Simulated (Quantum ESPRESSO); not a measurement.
**Quick settings and what they miss: NiTe2 (P-3m1, 3 atoms in the cell)**

Self-consistent single point.

```
NiTe2
1.0
    3.91227     0.00000     0.00000
   -1.95614     3.38813     0.00000
    0.00000     0.00000     5.42405
Ni Te
1 2
Direct
  0.00000   0.00000   0.00000
  0.33333   0.66667   0.24192
  0.66667   0.33333   0.75808
```

Method of the run: PBEsol, GBRV 1.5 ultrasoft (PBESOL) pseudopotentials (plane waves; Quantum ESPRESSO).

Base settings: ecutwfc = 50 Ry; ecutrho = 400 Ry; occupations = smearing; smearing = cold; degauss = 0.0036749 Ry; potentials = {Ni: ni_pbesol_v1.4.uspp.F.UPF, Te: te_pbesol_v1.uspp.F.UPF}; K_POINTS = automatic 7 7 4 0 0 0; conv_thr = 1e-10 Ry; mixing_beta = 0.5.

Tight run (finer mesh or higher cutoff; not a proven limit): ecutwfc: 50 Ry → 70 Ry; ecutrho: 400 Ry → 560 Ry; conv_thr: 1e-10 Ry → 7.3e-11 Ry; K_POINTS: automatic 7 7 4 0 0 0 → automatic 10 10 6 0 0 0. It gave Fermi level (on the code's own zero) 8.64 eV; pressure -4.50 GPa; largest force (vector length) 0.146 eV/Å.

Quick runs, as changes from the base:
- A: the base itself
- B: ecutwfc: 50 Ry → 25 Ry; ecutrho: 400 Ry → 200 Ry; smearing: cold → fd; degauss: 0.0036749 Ry → 0.036749 Ry; conv_thr: 1e-10 Ry → 7.3e-06 Ry; K_POINTS: automatic 7 7 4 0 0 0 → automatic 4 4 4 0 0 0
- C: ecutwfc: 50 Ry → 25 Ry; ecutrho: 400 Ry → 200 Ry; smearing: cold → mp; degauss: 0.0036749 Ry → 0.0099958 Ry; K_POINTS: automatic 7 7 4 0 0 0 → automatic 2 2 2 1 1 1
- D: ecutwfc: 50 Ry → 30 Ry; ecutrho: 400 Ry → 240 Ry; degauss: 0.0036749 Ry → 0.019992 Ry; pseudopotentials: {Ni: ni_pbesol_v1.4.uspp.F.UPF, Te: te_pbesol_v1.uspp.F.UPF} → {Ni: ni_lda_v1.4.uspp.F.UPF, Te: te_lda_v1.uspp.F.UPF}; K_POINTS: automatic 7 7 4 0 0 0 → automatic 3 3 3 0 0 0 [LDA (PZ)]
- E: smearing: cold → fd; degauss: 0.0036749 Ry → 0.019992 Ry; pseudopotentials: {Ni: ni_pbesol_v1.4.uspp.F.UPF, Te: te_pbesol_v1.uspp.F.UPF} → {Ni: ni_lda_v1.4.uspp.F.UPF, Te: te_lda_v1.uspp.F.UPF}; K_POINTS: automatic 7 7 4 0 0 0 → automatic 4 4 4 0 0 0 [LDA (PZ)]
- F: ecutwfc: 50 Ry → 30 Ry; ecutrho: 400 Ry → 240 Ry; K_POINTS: automatic 7 7 4 0 0 0 → automatic 6 6 6 1 1 1

Energies are extrapolated to zero smearing width, which holds to low order in the width alone (under cold and Methfessel-Paxton smearing the free energy itself is taken).

Dashes: pressure of B, not trusted under this conv_thr with d or f elements; time of B, C, D, under 30 s; energy of D, E, another energy zero.

† marks runs with another functional, U, potentials or spin treatment: their distance from the tight run is not a convergence error alone.

The count of work is k-points × plane waves × bands × iterations; it is no time. Core times come from one kind of shared machine and are given to one figure; runs under 30 s give none.

The starting cell comes from a database of computed structures (which also holds hypothetical and non-ambient phases and stackings), without a prior relaxation at this level. Its lattice was rescaled by a random factor within 2.5 % of one. Spin polarisation is off, so a magnetic state, if there is one, cannot be reached. In the base run, with a pressure of about -5 GPa the cell is away from its equilibrium volume at this level.

```
run  energy less tight (meV/atom)  pressure less tight (GPa)  largest miss in a force vector (eV/Å)  count of work / tight  core time / tight (rough)
---  ----------------------------  -------------------------  -------------------------------------  ---------------------  -------------------------
A                            -6.2                      -0.14                                  0.011                   0.16                        0.2
B                          3644.9                          –                                  0.427                  0.022                          –
C                          3533.4                    -126.16                                  0.036                 0.0066                          –
D†                              –                     -34.58                                  0.240                  0.021                          –
E†                              –                      -1.38                                  0.062                  0.098                        0.2
F                           739.8                     -33.06                                  0.053                   0.20                        0.2
```

Among the runs at the tight run's level, the energy misses run from 6.2 to 3644.9 meV/atom.
